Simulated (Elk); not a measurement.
A self-consistent single point of LiAl3 (I4/mmm, 4 atoms in the cell) with Elk.

Level of theory: LDA (PW92), all-electron FP-LAPW, Elk's shipped species files, default APW+lo basis (Elk 10.2.4).

```xyz
4
Lattice="-2.0183 2.0183 4.0182 2.0183 -2.0183 4.0182 2.0183 2.0183 -4.0182" Properties=species:S:1:pos:R:3 pbc="T T T"
Li     0.0000     0.0000     0.0000
Al     0.0000     2.0183     2.0091
Al     2.0183     0.0000     2.0091
Al     0.0000     0.0000     4.0182
```

Reference input (self-consistent single point, DFT, PBEsol, all-electron FP-LAPW, Elk's shipped species files, default APW+lo basis): xctype = 22; rgkmax = 7; stype = 3; swidth = 0.00367493 Ha; ngridk = 9 9 9. This run's input differs from it in these lines:

```diff
@@ -4,3 +4,3 @@
 xctype
-  22
+  3
```

Output, abridged:

```
│ Self-consistent loop started │
│ Loop number : 1 │
 total energy                :     -733.118286735
│ Loop number : 2 │
 total energy                :     -733.126568607
RMS change in Kohn-Sham potential (target) :   0.2852476829E-01 (  0.1000000000E-05)
Absolute change in total energy (target)   :   0.8281872024E-02 (  0.1000000000E-03)
│ Loop number : 3 │
 total energy                :     -733.165617946
RMS change in Kohn-Sham potential (target) :   0.2536225581E-01 (  0.1000000000E-05)
Absolute change in total energy (target)   :   0.4111980714E-01 (  0.1000000000E-03)
│ Loop number : 4 │
   [... lines left out ...]
Absolute change in total energy (target)   :   0.2053983855E-02 (  0.1000000000E-03)
│ Loop number : 10 │
 total energy                :     -733.182742877
RMS change in Kohn-Sham potential (target) :   0.3054368648E-05 (  0.1000000000E-05)
Absolute change in total energy (target)   :   0.3326583738E-03 (  0.1000000000E-03)
│ Loop number : 11 │
 total energy                :     -733.182818171
RMS change in Kohn-Sham potential (target) :   0.2399675520E-06 (  0.1000000000E-05)
Absolute change in total energy (target)   :   0.7870775562E-05 (  0.1000000000E-03)
Convergence targets achieved

│ Loop number : 12 │

Energies :
 Fermi                       :     0.206690726570
 total energy                :     -733.182820080

Density of states at Fermi energy :    36.55485020
 (states/Hartree/unit cell)

Estimated indirect band gap :   0.1130237548E-02
 from k-point     34 to k-point     47
Estimated direct band gap   :   0.1588428093E-01
 at k-point     34

Charges :
 core                        :    12.00000000
 valence                     :    30.00000000
 interstitial                :    6.185039709
 muffin-tins (core leakage)
  species :    1 (Li)
   atom    1                 :    2.188326039     (   0.000000000    )
  species :    2 (Al)
   atom    1                 :    11.21021428     (  0.4967980098E-03)
   atom    2                 :    11.21021428     (  0.4967980098E-03)
   atom    3                 :    11.20620570     (  0.4962628216E-03)
 total in muffin-tins        :    35.81496029
 total calculated charge     :    41.97223287
 total charge                :    42.00000000
 error                       :   0.2776712729E-01

│ Self-consistent loop stopped │
```

The run converged in 12 iterations. The count includes the last loop, which Elk runs after its targets are met. 

The starting cell comes from a database of computed structures (which also holds hypothetical and non-ambient phases and stackings), without a prior relaxation at this level. Its lattice was rescaled by a random factor within 2.5 % of one. Values depend on the basis (sphere radii, cutoffs, local orbitals), which need not be converged. The log's line on a gap gives a spacing of levels on this mesh, which the program prints for metals too.
